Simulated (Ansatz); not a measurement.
**Pt on the 1x1 (101) surface of tetragonal HfO2 (a metastable polymorph) (cut with top plane O), one in a 2x1 cell, started at the site 'hollow Hf-Hf-O-O-O over O at depth 1.8 Å'**

Host crystal: tetragonal HfO2, with a band gap (PBE, scalar-relativistic without spin-orbit coupling).

All values below come from PBE (plane waves to 420 eV, PAW; Ansatz, a quantum-chemistry and plane-wave program).

Model: 37-atom slab, 7.6 Å thick at the start under the adsorbate (thin: gaps and levels are the slab's own), 3x3x1 mesh, Fermi-Dirac 0.01 eV, dipole correction, 16 atoms held, the rest relaxed; symmetry of the start imposed; spin-polarised, no spin-orbit, no U, no dispersion correction. The starting moment vanished. At the end it is bonded to 3 Hf + 2 O. In PBE it is, or lies within 0.03 eV of, the lowest of the starts that converged.

| Property | Value |
|---|---|
| energy of the end state, in which the adsorbate broke or entered a bond of the host, against an atom of fcc Pt | 2.30 eV |
| change of the step from the bottom to the top vacuum level, against the clean slab | -0.22 eV |
| energy released by relaxation | 2.12 eV |
| height of the binding atom over the mean of the host atoms within 0.3 Å of the top one | 0.442 Å |
| magnetic moment of the cell | 0.00 μB |
| largest move of a host atom | 0.60 Å |
| note | in the relaxation the adsorbate left its starting site by 0.6 Å |

A negative adsorption energy means that the adsorbate is more stable on the surface than in its reference.
